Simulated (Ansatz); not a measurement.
## YN: pressure series

Base system: YN in the rock salt structure (space group Fm-3m, No. 225; a = 4.906 Å).

Cell and atoms are relaxed at each pressure.

Levels (all Ansatz, a quantum-chemistry and plane-wave program, PAW): PBE (420 eV, scalar-relativistic without spin-orbit coupling); PBEsol (420 eV, no SOC).

The base cell above is that of PBE; each level relaxes its own structures.

```
case              volume per atom, PBE  volume per atom, PBEsol
----------------  --------------------  -----------------------
pressure −2 GPa               14.95 Å³                 14.49 Å³
pressure −1 GPa               14.85 Å³                 14.40 Å³
pressure 0.3 GPa              14.73 Å³                 14.29 Å³
pressure 0.7 GPa              14.70 Å³                 14.26 Å³
pressure 1.5 GPa              14.62 Å³                 14.19 Å³
pressure 3 GPa                14.49 Å³                 14.07 Å³
pressure 5 GPa                14.33 Å³                 13.93 Å³
pressure 7.5 GPa              14.14 Å³                 13.75 Å³
pressure 10 GPa               13.96 Å³                 13.59 Å³
```

PBE lies above PBEsol in every row, by 0.37 Å³ to 0.46 Å³. They put the cases in the same order.

The mesh was chosen for an insulator and is coarse for the gapless case. Load acts through the strain it causes; cell and atoms are relaxed under it. Whether these cells are dynamically stable was not tested. No other phases were tried under pressure. The base started in Pnma and relaxed to Fm-3m at this level. All final runs are without spin polarisation.
